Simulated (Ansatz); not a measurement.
The parent structure is BeSe in the zinc blende structure (space group F-43m, No. 216; a = 5.129 Å).

Perturbation: every Se is replaced by S, then cell and atoms are relaxed.

Levels (all Ansatz, a quantum-chemistry and plane-wave program, PAW): PBEsol (420 eV, no spin-orbit coupling); PBEsol+SOC (420 eV, with spin-orbit coupling).

The geometry is relaxed with PBEsol.

* **PBEsol band gap**: 2.91 eV
* **PBEsol valence-band top at Γ**: 0.00, 0.00, 0.00 eV
* **PBEsol smallest direct gap**: 5.54 eV

Task: What does PBEsol+SOC give at this geometry for the band gap, valence-band top at Γ and smallest direct gap?

Result: The band gap falls by 0.03 eV to 2.88 eV; the valence-band top at Γ (three highest Kramers pairs, from the VBM) goes from 0.00, 0.00, 0.00 eV to 0.00, 0.00, -0.10 eV; the smallest direct gap drops by 0.028 eV to 5.52 eV. The threefold valence maximum splits by Δso ≈ 0.10 eV.

Single points use the geometry relaxed with PBEsol. Differences between runs with and without spin-orbit coupling are approximate. Whether these cells are dynamically stable was not tested.
